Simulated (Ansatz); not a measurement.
Slab thickness and the (100) surface of fcc Al: the same face, mesh and vacuum, all atoms relaxed.

These are PBE (plane waves to 420 eV, PAW; Ansatz, an electronic-structure program) values and carry that method's errors.

```
atoms  thickness (Å)  γ (J/m²)  work function, top face (eV)                              rough cost
-----  -------------  --------  ----------------------------  --------------------------------------
3                4.2         ?                          4.33                 roughly 26 core-seconds
4                6.2         ?                          4.33                 roughly 27 core-seconds
5                8.2      0.95                          4.31            very roughly 30 core-seconds
6               10.1      0.92                          4.24  about 28 core-seconds (a rough figure)
7               12.1      0.95                          4.22            very roughly 40 core-seconds
8               14.1      0.95                          4.21                 roughly 50 core-seconds
10              18.1      0.94                             ?  about 60 core-seconds (a rough figure)
```

Task: Fill in the missing entries.

Result: 
- 3, γ (J/m²): 0.96
- 4, γ (J/m²): 0.97
- 10, work function, top face (eV): 4.23
